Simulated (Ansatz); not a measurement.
Formation energy of the bound charge states of Si vacancy + N on the C site (V_Si+N_C) in 4H silicon carbide (start: the Si(k) site; C(h) 1.89 Å away; 96-site cell, 2×2×2 shifted sampling) against the Fermi level, Si-rich (Δμ(C) = -0.41 eV, Δμ(Si) = 0.00 eV, Δμ(N) = -1.86 eV, bounded by beta Si3N4; only phases computed here count, gases as isolated molecules at 0 K). All values below come from PBE, PAW (plane waves to 420 eV; Ansatz, an electronic-structure program).

Details: 96-site cell; 2×2×2 shifted k-points; host gap 2.23 eV; charged states image-corrected; corrections pass 1 eV, so highly charged states may be off by several tenths; flagged in the runs: a host whose relaxation on this sampling wasn't shown to rest.

Left out: charge +1 (level within 0.1 eV of a band edge or past it).

```
E_F − E_VBM (eV)  q = 0  q = −1  q = −2
----------------  -----  ------  ------
0.00               6.10    6.91    8.55
0.28               6.10    6.63    8.00
0.56               6.10    6.35    7.44
0.83               6.10    6.07    6.89
1.11               6.10    5.80    6.33
1.39               6.10    5.52    5.77
1.67               6.10    5.24    5.22
1.95               6.10    4.96    4.66
2.23               6.10    4.68    4.10
```

Crossings of the lowest lines: (0/−1) at 0.81 eV; (−1/−2) at 1.65 eV.
